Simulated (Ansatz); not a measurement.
# YGa2: pressure −2 GPa

The parent structure is YGa₂ (space group P6/mmm, No. 191; a = 4.1667 Å, c = 4.0276 Å).

It is then changed as follows: hydrostatic tension (pressure −2 GPa).

Computed with DFT with PBEsol, PAW potentials and a 420 eV plane-wave cutoff in Ansatz (an electronic-structure program), spin-orbit coupling left out. Γ-centred 13×13×12 mesh, Fermi–Dirac width 0.05 eV.

```json
[
 {"quantity": "volume per atom", "base": "20.19 Å³", "changed": "20.75 Å³", "shift": "+0.56 Å³"},
 {"quantity": "density", "base": "6.26 g/cm³", "changed": "6.09 g/cm³", "shift": "-0.17 g/cm³"},
 {"quantity": "lattice parameter a", "base": "4.167 Å", "changed": "4.190 Å", "shift": "+0.0235 Å"},
 {"quantity": "c/a ratio", "base": "0.967", "changed": "0.977", "shift": "+0.010"},
 {"quantity": "shortest interatomic distance", "base": "2.406 Å", "changed": "2.419 Å", "shift": "+0.0136 Å"},
 {"quantity": "enthalpy H = E + PV relative to the base's energy", "base": "–", "changed": "-0.26 eV/atom", "shift": "–"},
 {"quantity": "band gap", "base": "zero", "changed": "zero", "shift": "–"}
]
```

Final structure:

```
YGa2
1.0
    4.19017     0.00000     0.00000
   -2.09509     3.62880     0.00000
    0.00000     0.00000     4.09329
Y Ga
1 2
Direct
  0.00000   0.00000   0.00000
  0.33333   0.66667   0.50000
  0.66667   0.33333   0.50000
```

Load acts through the strain it causes; cell and atoms are relaxed under it. Stability against distortions was not tested. The final runs are not spin-polarised.
